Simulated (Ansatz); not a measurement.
Consider TiB2 (space group P6/mmm, No. 191; a = 3.0174 Å, c = 3.1851 Å). Axes: x lies along a and z along c of the hexagonal cell.

Structures relaxed with PBEsol in Ansatz (plane waves to 420 eV, PAW, scalar-relativistic without spin-orbit coupling).

Base:

Simulated powder pattern, Mo Kα, λ = 0.71073 Å (kinematic, ideal powder, no thermal factors, no anomalous dispersion; the 8 strongest lines at most, above 2 %, up to 2θ = 40°):

```tsv
2θ (°)	I/Imax (%)	hkl
12.81	18	(001)
15.63	54	(100)
20.26	100	(101)
27.25	24	(110)
30.22	9.8	(111)
30.30	14	(102)
34.19	17	(201)
37.87	16	(112)
```

After one change:

Simulated powder pattern, Mo Kα, λ = 0.71073 Å (kinematic, ideal powder, no thermal factors, no anomalous dispersion; the 8 strongest lines at most, above 2 %, up to 2θ = 40°):

| 2θ (°) | I/Imax (%) |
|---|---|
| 12.79 | 53 |
| 15.49 | 54 |
| 15.52 | 54 |
| 15.67 | 53 |
| 19.91 | 51 |
| 20.11 | 100 |
| 20.23 | 49 |
| 20.37 | 48 |

Question: What was done to the base?
A. strain tensor (xx, yy, zz, yz, xz, xy) = (+0.22, +0.73, +0.17, −0.33, −1.16, +0.68) %
B. biaxial strain −4.37 %, plane normal [001], relaxed out of plane
C. biaxial strain +2.84 %, plane normal [001], relaxed out of plane

Answer: A, strain tensor (xx, yy, zz, yz, xz, xy) = (+0.22, +0.73, +0.17, −0.33, −1.16, +0.68) %. Its volume per atom is 8.46 Å³ against 8.37 Å³, and its space group is P-1 (No. 2).

Stability against distortions was not tested. All final runs are without spin polarisation.

Ansatz is a quantum-chemistry and plane-wave program.
